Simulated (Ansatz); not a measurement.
## Effect of uniaxial strain ε_zz = −2.50 % on Os

The reference is Os in the hcp (Mg type) structure (space group P6_3/mmc, No. 194; a = 2.7543 Å, c = 4.3474 Å; relaxed with 0.1 eV smearing). Axes: x lies along a and z along c of the hexagonal cell.

One thing is altered: the cell is compressed by 2.50 % along z with no lateral relaxation, atoms relaxed at fixed cell.

All numbers come from Ansatz (an electronic-structure program), PBE, PAW, cutoff 420 eV, no spin-orbit coupling. Settings: 24×24×13 k-points, 0.1 eV Fermi–Dirac smearing.

The space group is still P6_3/mmc (No. 194) and the energy increases by 24 meV/atom. The band gap remains zero and the stress (xx, yy, zz, yz, xz, xy; compression positive) is (6.1, 6.1, 22.4, 0.0, 0.0, 0.0) GPa.

Final structure:

```
CELL_PARAMETERS angstrom
      2.75433     0.00000     0.00000
     -1.37717     2.38532     0.00000
      0.00000     0.00000     4.23870
ATOMIC_POSITIONS crystal
  Os 0.66667 0.33333 0.75000
  Os 0.33333 0.66667 0.25000
```

Whether these cells are dynamically stable was not tested. The final runs are not spin-polarised.
